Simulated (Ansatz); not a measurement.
The parent structure is RbBr in the zinc blende structure (space group F-43m, No. 216; a hypothetical phase, not in the database extracts checked).

```
CELL_PARAMETERS angstrom
      0.00000     3.81998     3.81998
      3.81998     0.00000     3.81998
      3.81998     3.81998     0.00000
ATOMIC_POSITIONS crystal
  Br 0.75000 0.75000 0.75000
  Rb 0.00000 0.00000 0.00000
```

Cartesian axes are those of the cell as printed.

The values are results of Kohn–Sham DFT with the PBEsol functional, run in Ansatz (a quantum-chemistry and plane-wave program) with PAW and 420 eV plane waves, no SOC, not measurements.

Strains are applied to the cell and any free atomic positions relax; under biaxial strain the out-of-plane vector relaxes too; under stress the whole cell relaxes.

One change was made to it. Results:

| quantity | base | after |
|---|---|---|
| band gap | 4.16 eV | 4.00 eV |
| shortest interatomic distance | 6.252 bohr | 6.293 bohr |
| energy relative to the base (free energy F) | 0 meV/atom | +7.9 meV/atom |

Task: Which of these changes matches the shifts?
A) biaxial strain −1.31 %, plane normal [001], relaxed out of plane
B) biaxial strain −1.01 %, plane normal [001], relaxed out of plane
C) uniaxial stress, 0.5 GPa tension along x

Result: C, uniaxial stress, 0.5 GPa tension along x. For comparison, the band gap in the other runs: biaxial strain −1.01 %, plane normal [001], relaxed out of plane gives 4.15 eV; biaxial strain −1.31 %, plane normal [001], relaxed out of plane gives 4.15 eV.

Stability under load was not tested beyond the relaxation.
